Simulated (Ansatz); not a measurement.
For HfSi2 (model structure, started from the MoSi2 type, I4/mmm, No. 139, 3 atoms in the cell), PBE in Ansatz (plane waves, PAW) gives:

```
Property                         Result
------------------------------  -------
equilibrium lattice constant a  3.275 Å
lattice parameter c             9.048 Å
```

Task: What does PBE-D3(BJ) (plane waves, PAW; Ansatz, a program for electronic structure) give for the same quantities?

Result: 
- lattice constant a: 3.229 Å (drops by 1.4 %)
- lattice parameter c: 8.979 Å (falls by 0.8 %)

Changes are worked out from the printed values.

Unless a cell is named, each level is at its own relaxed cell (PBE 16.17, PBE-D3(BJ) 15.60 Å³/atom).

Levels without +SOC leave out spin–orbit coupling, which shifts energies and cells of such heavy elements.

Ansatz's density-functional and Hartree–Fock values are scalar-relativistic unless marked +SOC, with PAW data made under PBE.

A model structure was made by putting elements into a prototype or built by hand; it is no filed structure, need not be a known phase, and can be a saddle point held by its symmetry.
